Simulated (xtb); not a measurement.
xtb 6.7.1, GFN1-xTB: Zn(SH)(nacnac)(OH2)2 (CC1=CC(C)=[N](C)->[Zn](<-[OH2])(<-[OH2])([SH])[N]1C), 31 atoms. The geometry is a generated start, not checked to be a minimum at this level.

- run flags: --grad
- method: GFN1-xTB
- --acc: 1 (default)
- --etemp (K): 300 (default)
- basis functions: 94
- valence electrons: 76

Charge 0 and multiplicity 1 are set for this test and not shown to be the ground state.

One run each on 1 thread. Values of broydamp tried: 0.02, 0.05, 0.1, 0.2, 0.4 (default), 0.6, 0.8, 1.

Q: How does the count of SCC iterations change with broydamp, and where is it least?

A: Fewest SCC iterations, within one of each other: 0.4 (default) with 10, 0.6 with 11. The count rises to 18 at 0.02. All converge to one solution.

```tsv
broydamp	SCC iterations	end
0.02	18	same solution
0.05	16	same solution
0.1	15	same solution
0.2	12	same solution
0.4 (default)	10	same solution
0.6	11	same solution
0.8	12	same solution
1	13	same solution
```
